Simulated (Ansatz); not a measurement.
Si₂N₂O (Cmc2_1), PBEsol, rigid bands in Ansatz (a quantum-chemistry and plane-wave program): N_c = 8.29e18 cm⁻³ at 300 K and an electron conductivity mass of 0.440 mₑ along x (a = (4.46, -2.76, 0.00) Å; b = (4.46, 2.76, 0.00) Å; c = (0.00, 0.00, 4.87) Å).

Q: For 1e16 electrons per cm³ at 300 K, place the Fermi level, estimate the Seebeck coefficient of a parabolic band with constant τ, and give mobility and conductivity for τ = 10 fs.

A: The level lies k_BT ln(N_c/n) = 0.174 eV below the conduction-band minimum. S ≈ −(k_B/e)[ln(N_c/n) + 5/2] = -795 μV/K, against -790 μV/K from the full bands (mean over directions). μ = eτ/m = 40.0 cm²/(V·s) and σ = neμ = 0.0640 S/cm. τ is assumed, not computed.

Band transport and this doping are assumed; polarons and phonon drag are left out. Spin-orbit coupling is left out.

Formula and space group known from diffraction (Crystallography Open Database), not checked to be the room-temperature form: Si2N2O (Cmc2_1).
